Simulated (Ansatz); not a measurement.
## Pressure series in BN

Start from BN in the zinc blende structure (space group F-43m, No. 216; a = 3.5805 Å).

Cell and atoms are relaxed at each pressure.

Method: LDA (Ansatz, an electronic-structure program; PAW; 420 eV plane waves; no spin-orbit coupling).

Notes on the quantities. enthalpy: H = E + PV relative to the base's energy.

```json
[
 {"change": "base", "shortest interatomic distance": "1.550 Å", "smallest direct gap": "8.83 eV", "enthalpy": "–"},
 {"change": "pressure −2 GPa", "shortest interatomic distance": "1.553 Å", "smallest direct gap": "8.81 eV", "enthalpy": "-0.07 eV/atom"},
 {"change": "pressure −1 GPa", "shortest interatomic distance": "1.552 Å", "smallest direct gap": "8.82 eV", "enthalpy": "-0.04 eV/atom"},
 {"change": "pressure 0.9 GPa", "shortest interatomic distance": "1.549 Å", "smallest direct gap": "8.84 eV", "enthalpy": "+0.03 eV/atom"},
 {"change": "pressure 2.1 GPa", "shortest interatomic distance": "1.548 Å", "smallest direct gap": "8.85 eV", "enthalpy": "+0.07 eV/atom"},
 {"change": "pressure 4.5 GPa", "shortest interatomic distance": "1.545 Å", "smallest direct gap": "8.88 eV", "enthalpy": "+0.16 eV/atom"},
 {"change": "pressure 9 GPa", "shortest interatomic distance": "1.539 Å", "smallest direct gap": "8.93 eV", "enthalpy": "+0.32 eV/atom"},
 {"change": "pressure 15 GPa", "shortest interatomic distance": "1.532 Å", "smallest direct gap": "8.99 eV", "enthalpy": "+0.53 eV/atom"},
 {"change": "pressure 22.5 GPa", "shortest interatomic distance": "1.524 Å", "smallest direct gap": "9.07 eV", "enthalpy": "+0.78 eV/atom"},
 {"change": "pressure 30 GPa", "shortest interatomic distance": "1.517 Å", "smallest direct gap": "9.14 eV", "enthalpy": "+1.04 eV/atom"}
]
```

Load acts through the strain it causes; cell and atoms are relaxed under it. No phonon test of stability was made. Competing high-pressure phases were not computed.
